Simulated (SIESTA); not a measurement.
# Input and output of a self-consistent single point for As2O3 (P2_1/c, 20 atoms in the cell) (SIESTA)

Level of theory: LDA PW92, numerical atomic orbitals DZP, PseudoDojo LDA standard norm-conserving potentials (rewritten from UPF to PSML) (SIESTA).

The input file:

```
# files in the folder: As.psml O.psml (PseudoDojo LDA standard)
SystemName  As2O3
SystemLabel As2O3

NumberOfAtoms                20
NumberOfSpecies              2
%block ChemicalSpeciesLabel
  1 33 As
  2 8 O
%endblock ChemicalSpeciesLabel
LatticeConstant              8.031780 Ang
%block LatticeVectors
     1.000000000    0.000000000    0.000000000
     0.000000000    0.573308781    0.000000000
    -0.775684219    0.000000000    1.133044730
%endblock LatticeVectors
AtomicCoordinatesFormat      Fractional
%block AtomicCoordinatesAndAtomicSpecies
     0.440870000    0.179660000    0.128820000  1
     0.559130000    0.820340000    0.871180000  1
     0.559130000    0.679660000    0.371180000  1
     0.440870000    0.320340000    0.628820000  1
     0.084090000    0.656830000    0.199840000  1
     0.915910000    0.343170000    0.800160000  1
     0.915910000    0.156830000    0.300160000  1
     0.084090000    0.843170000    0.699840000  1
     0.665360000    0.144840000    0.131670000  2
     0.334640000    0.855160000    0.868330000  2
     0.334640000    0.644840000    0.368330000  2
     0.665360000    0.355160000    0.631670000  2
     0.571720000    0.319820000    0.315570000  2
     0.428280000    0.680180000    0.684430000  2
     0.428280000    0.819820000    0.184430000  2
     0.571720000    0.180180000    0.815570000  2
     0.035110000    0.467180000    0.711580000  2
     0.964890000    0.532820000    0.288420000  2
     0.964890000    0.967180000    0.788420000  2
     0.035110000    0.032820000    0.211580000  2
%endblock AtomicCoordinatesAndAtomicSpecies

XC.functional                LDA
XC.authors                   PW92
PAO.BasisSize                DZP
PAO.EnergyShift              0.01 Ry
MeshCutoff                   350 Ry
%block kgrid.MonkhorstPack
    4   0   0  0.0
    0   5   0  0.0
    0   0   3  0.0
%endblock kgrid.MonkhorstPack
OccupationFunction           MP
OccupationMPOrder            0
ElectronicTemperature        10.0 meV

MaxSCFIterations             150
SCF.Mixer.Method             Broyden
SCF.Mixer.Weight             0.25
SCF.Mixer.History            8
SCF.DM.Tolerance             1.0E-05
Diag.ParallelOverK           true
WriteForces                  true
Charge.Mulliken              end
```

Output, abridged:

```
reinit: Reading from file input.fdf

reinit: System Name: As2O3
reinit: System Label: As2O3

coor:   Atomic-coordinates input format  =     Fractional

siesta: Atomic coordinates (Bohr) and species
siesta:      5.17484   1.56333   2.21534  1        1
siesta:     -1.77020   7.13827  14.98186  1        2
siesta:      4.11641   5.91413   6.38326  1        3
siesta:     -0.71178   2.78747  10.81394  1        4
siesta:     -1.07646   5.71547   3.43669  1        5
siesta:      4.48109   2.98613  13.76051  1        6
siesta:     10.36771   1.36467   5.16191  1        7
siesta:     -6.96307   7.33693  12.03529  1        8
siesta:      8.54856   1.26034   2.26436  2        9
siesta:     -5.14393   7.44126  14.93284  2       10
siesta:      0.74269   5.61114   6.33424  2       11
siesta:      2.66195   3.09046  10.86295  2       12
siesta:      4.96221   2.78295   5.42692  2       13
siesta:     -1.55758   5.91866  11.77028  2       14
siesta:      4.32904   7.13375   3.17168  2       15
siesta:     -0.92440   1.56785  14.02552  2       16
siesta:     -7.84470   4.06521  12.23718  2       17
siesta:     11.24933   4.63639   4.96002  2       18
siesta:      5.36272   8.41602  13.55862  2       19
siesta:     -1.95809   0.28559   3.63858  2       20

siesta: System type = bulk

initatomlists: Number of atoms, orbitals, and projectors:     20   300   300

siesta: ******************** Simulation parameters ****************************
redata: Spin configuration                          = none
redata: Time-Reversal Symmetry                      = T
redata: Number of Atomic Species                    =        2
redata: Mesh Cutoff                                 =   350.0000 Ry
redata: Net charge of the system                    =     0.0000 |e|
redata: Min. number of SCF Iter                     =        0
redata: Max. number of SCF Iter                     =      150
redata: SCF convergence failure will abort job
   [... lines left out ...]
diag: Used triangular part                          = Lower
diag: Absolute tolerance                            =  0.100E-15
diag: Orthogonalization factor                      =  0.100E-05
diag: Memory factor                                 =  1.0000

superc: Internal auxiliary supercell:     3 x     3 x     3  =      27
superc: Number of atoms, orbitals, and projectors:    540   8100   8100

                        Single-point calculation

superc: Internal auxiliary supercell:     3 x     3 x     3  =      27
superc: Number of atoms, orbitals, and projectors:    540   8100   8100

outcell: Unit cell vectors (Ang):
        8.031780    0.000000    0.000000
        0.000000    4.604690    0.000000
       -6.230125    0.000000    9.100366

outcell: Cell vector modules (Ang)   :    8.031780    4.604690   11.028650
outcell: Cell angles (23,13,12) (deg):     90.0000    124.3956     90.0000
outcell: Cell volume (Ang**3)        :    336.5666
new_DM -- step:     1
Initializing Density Matrix...

Attempting to read DM from file... Failed...
DM filled with atomic data:

InitMesh: MESH = 90 x 60 x 120 = 648000
InitMesh: Mesh cutoff (required, used) =   350.000   431.088 Ry

stepf: Methfessel-Paxton step function
       Using Hermite-Gauss polynomials of order  0
        iscf     Eharris(eV)        E_KS(eV)     FreeEng(eV)     dDmax    Ef(eV) dHmax(eV)
   scf:    1   -28369.200608   -28417.549326   -28417.549326  0.745938 -2.767779  6.401289
   scf:    2   -28443.233683   -28433.662372   -28433.662372  0.104058 -3.986163  3.360055
   scf:    3   -28436.356009   -28435.307244   -28435.307244  0.049094 -4.803381  1.628718
   scf:    4   -28435.903120   -28435.665778   -28435.665778  0.059789 -3.581705  0.223053
   scf:    5   -28435.677017   -28435.672648   -28435.672648  0.004927 -3.652828  0.080503
   scf:    6   -28435.677909   -28435.675664   -28435.675664  0.007000 -3.698630  0.013687
   scf:    7   -28435.675840   -28435.675755   -28435.675755  0.000755 -3.702150  0.006915
   scf:    8   -28435.675830   -28435.675796   -28435.675796  0.000669 -3.703922  0.001964
   scf:    9   -28435.675800   -28435.675798   -28435.675798  0.000153 -3.704055  0.001032
   scf:   10   -28435.675799   -28435.675799   -28435.675799  0.000056 -3.704237  0.000455
   scf:   11   -28435.675799   -28435.675799   -28435.675799  0.000033 -3.704300  0.000230
   scf:   12   -28435.675799   -28435.675799   -28435.675799  0.000020 -3.704358  0.000131
   scf:   13   -28435.675799   -28435.675799   -28435.675799  0.000009 -3.704368  0.000077
SCF Convergence by DM+H criterion
max |DM_out - DM_in|         :     0.0000087104
max |H_out - H_in|      (eV) :     0.0000770129
SCF cycle converged after 13 iterations

Using DM_out to compute the final energy and forces

siesta: E_KS(eV) =           -28435.6758

siesta: E_KS - E_eggbox =    -28435.6758

siesta: Atomic forces (eV/Ang):
     1   -0.819148    0.909075   -1.444928
     2    0.819148   -0.909075    1.444928
     3    0.819148    0.909075    1.444928
   [... 17 lines left out ...]
   Tot   -0.000000   -0.000000    0.000000
   Max    1.675781
   Res    0.910439    sqrt( Sum f_i^2 / 3N )
   Max    1.675781    constrained

Stress tensor Voigt[x,y,z,yz,xz,xy] (kbar):      -47.60      -41.03      -43.38       -0.00       -0.36        0.00
(Free)E + p*V (eV/cell)   -28426.4322
Target enthalpy (eV/cell)   -28435.6758

siesta: Program's energy decomposition (eV):
siesta: Ebs     =     -4817.235578
siesta: Eions   =     32135.315085
siesta: Ena     =      1812.832691
siesta: Ekin    =     20263.907696
siesta: Enl     =    -12005.652674
siesta: Eso     =         0.000000
siesta: Edftu   =         0.000000
siesta: DEna    =        48.765840
siesta: DUscf   =         9.929741
siesta: DUext   =         0.000000
siesta: Ex      =     -5924.963743
siesta: Ec      =      -505.180265
siesta: Exc     =     -6430.144008
siesta: Eharris =    -28435.675799
siesta: Etot    =    -28435.675799
siesta: FreeEng =    -28435.675799

siesta: Atomic forces (eV/Ang):
siesta:      1   -0.819148    0.909075   -1.444928
siesta:      2    0.819148   -0.909075    1.444928
siesta:      3    0.819148    0.909075    1.444928
siesta:      4   -0.819148   -0.909075   -1.444928
siesta:      5    0.799850   -0.853134   -1.675781
siesta:      6   -0.799850    0.853134    1.675781
siesta:      7   -0.799850   -0.853134    1.675781
siesta:      8    0.799850    0.853134   -1.675781
siesta:      9    0.629205   -0.155183   -1.140511
siesta:     10   -0.629205    0.155183    1.140511
siesta:     11   -0.629205   -0.155183    1.140511
siesta:     12    0.629205    0.155183   -1.140511
siesta:     13    0.359397   -0.881141    0.788930
   [... lines left out ...]
siesta: Cell volume =        336.566635 Ang**3
siesta:          44.00281167         45.66837520  kBar
   [... lines left out ...]

              0.066   0.100
   8 14.280   1.639   0.120   0.410   0.595   0.407   0.225   0.257   0.225
              2.000   1.999   1.997   1.996   1.996   0.068   0.090   0.088

              0.066   0.100

Species: O
Atom  Qatom  Qorb
               2s      2s      2py     2pz     2px     2py     2pz     2px
               3Pdxy   3Pdyz   3Pdz2   3Pdxz   3Pdx2-y2
   9  6.470   1.731   0.024   1.762   1.617   1.467  -0.062  -0.073  -0.042
              0.006   0.005   0.014   0.011   0.009
  10  6.470   1.731   0.024   1.762   1.617   1.467  -0.062  -0.073  -0.042
   [... 21 lines left out ...]

mulliken: Qtot =      192.000

Mulliken Atomic Populations:
Atom #   charge [q] valence [e]  Species
     1     0.724555   14.275445  As
     2     0.724555   14.275445  As
     3     0.724555   14.275445  As
     4     0.724555   14.275445  As
     5     0.720210   14.279790  As
     6     0.720210   14.279790  As
     7     0.720210   14.279790  As
     8     0.720210   14.279790  As
     9    -0.469785    6.469785  O
    10    -0.469785    6.469785  O
    11    -0.469785    6.469785  O
    12    -0.469785    6.469785  O
    13    -0.481269    6.481269  O
    14    -0.481269    6.481269  O
    15    -0.481269    6.481269  O
    16    -0.481269    6.481269  O
    17    -0.493710    6.493710  O
    18    -0.493710    6.493710  O
    19    -0.493710    6.493710  O
    20    -0.493710    6.493710  O
 Total     0.000000
```

The run converged in 13 iterations.

The starting cell comes from a database of computed structures (which also holds hypothetical and non-ambient phases and stackings), without a prior relaxation at this level. Values carry the incompleteness of an atom-centred basis. With a pressure of about 4 GPa the cell is away from its equilibrium volume at this level. Forces in this geometry exceed 1 eV/Å.

Cost on one core of a shared machine: roughly 2 min.
